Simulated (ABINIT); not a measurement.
**A self-consistent single point of SrCd (Pm-3m, 2 atoms in the cell) with ABINIT**

Level of theory: LDA (PW92), PAW (JTH v2.0 LDA PAW) (plane waves; ABINIT).

Input:

```
# SrCd, JTH v2.0 LDA PAW
pp_dirpath "./"
pseudos "Sr.LDA_PW-JTH.xml, Cd.LDA_PW-JTH.xml"
acell 4.0356300000 4.0356300000 4.0356300000 Angstrom
rprim
         1.0000000000    0.0000000000    0.0000000000
         0.0000000000    1.0000000000    0.0000000000
         0.0000000000    0.0000000000    1.0000000000
natom 2
ntypat 2
znucl 38 48
typat 1 2
xred
         0.5000000000    0.5000000000    0.5000000000
         0.0000000000    0.0000000000    0.0000000000
ecut 544 eV
pawecutdg 1088 eV
pawxcdev 0
occopt 3
tsmear 0.1 eV
nband 16
kptopt 1
ngkpt 11 11 11
nshiftk 1
shiftk 0 0 0
nstep 50
tolvrs 1.0e-11
prtwf 0
prtden 0
```

Output (repeated stretches shortened):

```
 Symmetries : space group Pm -3 m (#221); Bravais cP (primitive cubic)

 -outvars: echo values of preprocessed input variables --------
            acell      7.6262354737E+00  7.6262354737E+00  7.6262354737E+00 Bohr
             ecut      1.99916330E+01 Hartree
              ixc       -1012
         kptrlatt       11    0    0      0   11    0      0    0   11
          kptrlen      8.38885902E+01
            natom           2
            nband          16
            ngfft          32      32      32
          ngfftdg          45      45      45
             nkpt          56
            nstep          50
             nsym          48
           ntypat           2
           occopt           3
        pawecutdg      3.99832660E+01 Hartree
         pawxcdev           0
          spgroup         221
           tolvrs      1.00000000E-11
           tsmear      3.67493254E-03 Hartree
            typat      1  2
           useylm           1
             xred      5.0000000000E-01  5.0000000000E-01  5.0000000000E-01
                       0.0000000000E+00  0.0000000000E+00  0.0000000000E+00
            znucl       38.00000   48.00000

== DATASET  1 ==================================================================

 Real(R)+Recip(G) space primitive vectors, cartesian coordinates (Bohr,Bohr^-1):
 R(1)=  7.6262355  0.0000000  0.0000000  G(1)=  0.1311263  0.0000000  0.0000000
 R(2)=  0.0000000  7.6262355  0.0000000  G(2)=  0.0000000  0.1311263  0.0000000
 R(3)=  0.0000000  0.0000000  7.6262355  G(3)=  0.0000000  0.0000000  0.1311263
 Unit cell volume ucvol=  4.4353779E+02 bohr^3
 Angles (23,13,12)=  9.00000000E+01  9.00000000E+01  9.00000000E+01 degrees

 Coarse grid specifications (used for wave-functions):

 getcut: wavevector=  0.0000  0.0000  0.0000  ngfft=  32  32  32
         ecut(hartree)=     19.992   => boxcut(ratio)=   2.08473

 Fine grid specifications (used for densities):

 getcut: wavevector=  0.0000  0.0000  0.0000  ngfft=  45  45  45
         ecut(hartree)=     39.983   => boxcut(ratio)=   2.02693

   1.06267183E+03                                ecore*ucvol(ha*bohr**3)

_setup2: Arith. and geom. avg. npw (full set) are    1893.810    1893.801

--- !BeginCycle
solver: {iscf: 17, nstep: 50, nline: 4, wfoptalg: 10, }
tolerances: {tolvrs: 1.00E-11, }
...

     iter   Etot(hartree)      deltaE(h)  residm     nres2
 ETOT  1  -78.757997646429    -7.876E+01 1.690E-01 2.247E+00
 ETOT  2  -78.871030976150    -1.130E-01 2.508E-02 5.626E-01
 ETOT  3  -78.870380392802     6.506E-04 1.900E-02 2.312E-01
 ETOT  4  -78.870777937109    -3.975E-04 1.397E-02 1.163E-01
 ETOT  5  -78.871071380537    -2.934E-04 7.301E-02 1.601E-03
 ETOT  6  -78.871185228623    -1.138E-04 1.094E-02 1.015E-03
   [... 22 lines left out ...]
 ETOT 29  -78.871215966374    -2.615E-12 2.456E-05 6.779E-11
 ETOT 30  -78.871215966383    -8.825E-12 6.405E-06 4.539E-10
 ETOT 31  -78.871215966387    -4.732E-12 1.386E-05 6.901E-10
 ETOT 32  -78.871215966375     1.236E-11 3.605E-06 1.195E-11
 ETOT 33  -78.871215966376    -8.527E-13 7.781E-06 2.544E-12

 At SCF step   33       nres2   =  2.54E-12 < tolvrs=  1.00E-11 =>converged.

 Cartesian components of stress tensor (hartree/bohr^3)
  sigma(1 1)=  8.97384438E-05  sigma(3 2)=  0.00000000E+00
  sigma(2 2)=  8.97384438E-05  sigma(3 1)=  0.00000000E+00
  sigma(3 3)=  8.97384438E-05  sigma(2 1)=  0.00000000E+00

 ----iterations are completed or convergence reached----

 reduced coordinates (array xred) for    2 atoms
       0.500000000000      0.500000000000      0.500000000000
       0.000000000000      0.000000000000      0.000000000000
 cartesian forces (eV/Angstrom) at end:
    1     -0.00000000000000    -0.00000000000000    -0.00000000000000
    2     -0.00000000000000    -0.00000000000000    -0.00000000000000
 frms,max,avg= 0.0000000E+00 0.0000000E+00   0.000E+00  0.000E+00  0.000E+00 e/A
 length scales=  7.626235473657  7.626235473657  7.626235473657 bohr
              =  4.035630000000  4.035630000000  4.035630000000 angstroms
 Fermi (or HOMO) energy (hartree) =   0.17959   Average Vxc (hartree)=  -0.33698
 Eigenvalues (hartree) for nkpt=  56  k points:
 kpt#   1, nband= 16, wtk=  0.00075, kpt=  0.0000  0.0000  0.0000 (reduced coord)
  -1.13249   -0.46956   -0.46956   -0.46956   -0.13499   -0.13499   -0.12990   -0.12990
  -0.12990   -0.03206    0.22959    0.22959    0.32245    0.32245    0.32245    0.36770
      occupation numbers for kpt#   1
   2.00000    2.00000    2.00000    2.00000    2.00000    2.00000    2.00000    2.00000
   2.00000    2.00000    0.00000    0.00000    0.00000    0.00000    0.00000    0.00000
 prteigrs : prtvol=0 or 1, do not print more k-points.

--- !EnergyTerms
comment             : Components of total free energy in Hartree
kinetic             :  2.20131434329933E+01
hartree             :  1.70509475261371E+01
xc                  : -9.96402614795905E+00
Ewald energy        : -5.80079923348927E+01
psp_core            :  2.39589917095705E+00
local_psp           : -5.70275378005351E+01
spherical_terms     :  4.67020108877004E+00
internal            : -7.88693650645293E+01
'-kT*entropy'       : -1.84875353259612E-03
total_energy        : -7.88712138180619E+01
total_energy_eV     : -2.14619487470742E+03
...

-Cartesian components of stress tensor (GPa)         [Pressure= -2.6402E+00 GPa]
- sigma(1 1)=  2.64019573E+00  sigma(3 2)=  0.00000000E+00
- sigma(2 2)=  2.64019573E+00  sigma(3 1)=  0.00000000E+00
- sigma(3 3)=  2.64019573E+00  sigma(2 1)=  0.00000000E+00

 Calculation completed.
```

The run converged in 33 iterations.

The starting cell comes from a database of computed structures (which also holds hypothetical and non-ambient phases and stackings), without a prior relaxation at this level.

Cost on one core of a shared machine: roughly 3 min.
